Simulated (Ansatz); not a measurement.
The reference is MgO in the rock salt structure (space group Fm-3m, No. 225; a = 4.2141 Å).

Now apply this change: every Mg is replaced by Ca; the structure is relaxed again.

Levels (all Ansatz, a quantum-chemistry and plane-wave program, PAW): PBEsol (420 eV, no spin-orbit coupling); r2SCAN (500 eV, scalar-relativistic without spin-orbit coupling); HSE06 (420 eV, without spin-orbit coupling).

At the geometry relaxed with PBEsol, these levels gave the following band gaps, in shuffled order: (a) 5.31 eV, (b) 3.54 eV, (c) 4.19 eV.

Task: Match each gap to its level.

Result: (a) HSE06; (b) PBEsol; (c) r2SCAN.

Single points use the geometry relaxed with PBEsol. The hybrid gap comes from the SCF mesh plus the semilocal run's edge points and a few special points and is an upper bound. Whether these cells are dynamically stable was not tested.
